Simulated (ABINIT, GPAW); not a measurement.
A GPAW input for a self-consistent single point of Ca (Fm-3m, 1 atom in the cell) (DFT PBE, plane waves, GPAW PAW datasets PBE (gpaw-data 1.0.1)):

```python
from ase import Atoms
from ase.units import GPa
from gpaw import GPAW

atoms = Atoms(['Ca'],
              cell=[[0.000000, 2.795766, 2.795766],
                    [2.795766, 0.000000, 2.795766],
                    [2.795766, 2.795766, 0.000000]],
              positions=[[0.000000, 0.000000, 0.000000]],
              pbc=True)

calc = GPAW(mode={'name': 'pw', 'ecut': 600},
            xc='PBE',
            kpts={'size': (10, 10, 10), 'gamma': True},
            occupations={'name': 'methfessel-paxton', 'width': 0.272, 'order': 0},
            nbands=-9,
            symmetry={'symmorphic': False, 'tolerance': 0.0005},
            maxiter=150)

atoms.calc = calc

energy = atoms.get_potential_energy()
print('Energy (eV):', round(energy, 6))
forces = atoms.get_forces()
print('Forces (eV/Ang):')
print(forces.round(5))
stress = atoms.get_stress()
print('Stress (GPa, Voigt):', (stress / GPa).round(4))
```

Task: Translate this input to ABINIT.

Result: This is the input that was run; spellings and numerical settings could be chosen otherwise.

```
# Ca, JTH v2.0 PBE PAW
pp_dirpath "./"
pseudos "Ca.GGA_PBE-JTH.xml"
acell 3.9538101944 3.9538101944 3.9538101944 Angstrom
rprim
         0.0000000000    0.7071067812    0.7071067812
         0.7071067812   -0.0000000000    0.7071067812
         0.7071067812    0.7071067812    0.0000000000
natom 1
ntypat 1
znucl 20
typat 1
xred    0.0000000000    0.0000000000    0.0000000000
ecut 40 Ry
pawecutdg 80 Ry
pawxcdev 0
occopt 7
tsmear 0.00999582
nband 10
kptopt 1
ngkpt 10 10 10
nshiftk 1
shiftk 0 0 0
nstep 100
toldfe 1.0e-09
prtwf 0
prtden 0
prtvol 1
enunit 1
```

Basis settings and potentials, where a program has them, do not carry over. This input uses DFT, PBE, plane waves, PAW (JTH v2.0 PBE PAW). Both were run: pressure -0.53 GPa in GPAW and -0.65 in ABINIT.

On GPAW: the starting cell comes from a database of computed structures (which also holds hypothetical and non-ambient phases and stackings), without a prior relaxation at this level. Its lattice was rescaled by a random factor within 2.5 % of one. For this run, on top of that: lattice scaled by 0.98.

On ABINIT: the starting cell comes from a database of computed structures (which also holds hypothetical and non-ambient phases and stackings), without a prior relaxation at this level. Its lattice was rescaled by a random factor within 2.5 % of one. For this run, on top of that: lattice scaled by 0.98.
